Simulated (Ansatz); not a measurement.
## SnO (model structure, started from the h-BN type, P6₃/mmc, No. 194, 4 atoms in the cell)

Calculation: PBEsol in Ansatz (PAW).

Settings: plane-wave cutoff 520 eV, 18×18×6 k mesh (along the axes of the cell as run), Fermi–Dirac smearing 0.05 eV, scalar-relativistic PAW data made under PBE.

Cell (relaxed at this level):

```
SnO
1.0
    4.11532     0.00000     0.00000
   -2.05766     3.56397     0.00000
    0.00000     0.00000     5.12814
Sn O
2 2
Direct
  0.33333   0.66667   0.25000
  0.66667   0.33333   0.75000
  0.33333   0.66667   0.75000
  0.66667   0.33333   0.25000
```

band gap: 0.33 eV
direct gap at Γ: 6.83 eV

Note: the relaxation could raise the start's symmetry but not lower it, so the cell can be a saddle point.

Spin–orbit coupling is not included.

Static lattice: no zero-point or thermal effects.

A model structure was made by putting elements into a prototype or built by hand; it is no filed structure, need not be a known phase, and can be a saddle point held by its symmetry.

Ansatz is a quantum-chemistry and plane-wave program.
